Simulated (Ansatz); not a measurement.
Base system: ZrB2 (space group P6/mmm, No. 191; a = 3.171 Å, c = 3.542 Å; relaxed with 0.1 eV smearing). Axes: x lies along a and z along c of the hexagonal cell.

Structures relaxed with Ansatz (a program for electronic structure), PBE, PAW, cutoff 420 eV, no spin-orbit coupling.

Base:

Simulated powder pattern, Cu Kα1, λ = 1.54056 Å (kinematic, ideal powder, no thermal factors, no anomalous dispersion; the 8 strongest lines at most, above 2 %, up to 2θ = 90°):

| 2θ (°) | I/Imax (%) | hkl |
|---|---|---|
| 25.12 | 35 | (001) |
| 32.57 | 70 | (100) |
| 41.57 | 100 | (101) |
| 58.12 | 21 | (110) |
| 62.33 | 22 | (102) |
| 64.31 | 17 | (111) |
| 73.97 | 17 | (201) |
| 81.39 | 16 | (112) |

After one change:

Simulated powder pattern, Cu Kα1, λ = 1.54056 Å (kinematic, ideal powder, no thermal factors, no anomalous dispersion; the 8 strongest lines at most, above 2 %, up to 2θ = 90°):

```csv
2θ (°),I/Imax (%)
25.36,35
32.89,70
41.98,100
58.72,20
62.99,22
64.99,17
74.78,17
82.32,16
```

Q: Name the change that was made.
(A) biaxial strain −3.79 %, plane normal [001], relaxed out of plane
(B) uniaxial strain ε_zz = +4.03 %
(C) isotropic strain −0.93 %
(D) uniaxial stress, 5 GPa tension along z

A: C, isotropic strain −0.93 %. Its volume per atom is 10.00 Å³ against 10.28 Å³, and its space group is P6/mmm (No. 191).

Stability under load was not tested beyond the relaxation. The final runs are not spin-polarised.
